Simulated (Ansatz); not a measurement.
## HfN under a change: pressure −1 GPa

Start from HfN in the rock salt structure (space group Fm-3m, No. 225; a = 4.468 Å).

Perturbation: a negative pressure, −1 GPa.

Calculations: LDA (Ansatz, an electronic-structure program), no spin-orbit coupling. Settings: 18×18×18 k-points, 0.05 eV Fermi–Dirac smearing.

```tsv
quantity	base	changed	shift
volume per atom	11.15 Å³	11.19 Å³	+0.04 Å³
density	14.33 g/cm³	14.29 g/cm³	-0.047 g/cm³
lattice parameter a	4.468 Å	4.473 Å	+0.005 Å
shortest interatomic distance	2.234 Å	2.236 Å	+0.002 Å
enthalpy H = E + PV relative to the base's energy	–	-0.07 eV/atom	–
band gap	zero	zero	–
```

Final structure:

```
CELL_PARAMETERS angstrom
      0.00000     2.23650     2.23650
      2.23650     0.00000     2.23650
      2.23650     2.23650     0.00000
ATOMIC_POSITIONS crystal
  Hf 0.00000 0.00000 0.00000
  N  0.50000 0.50000 0.50000
```

Load acts through the strain it causes; cell and atoms are relaxed under it. No phonon test of stability was made. The final runs are not spin-polarised. An odd electron count without spin: HfN.
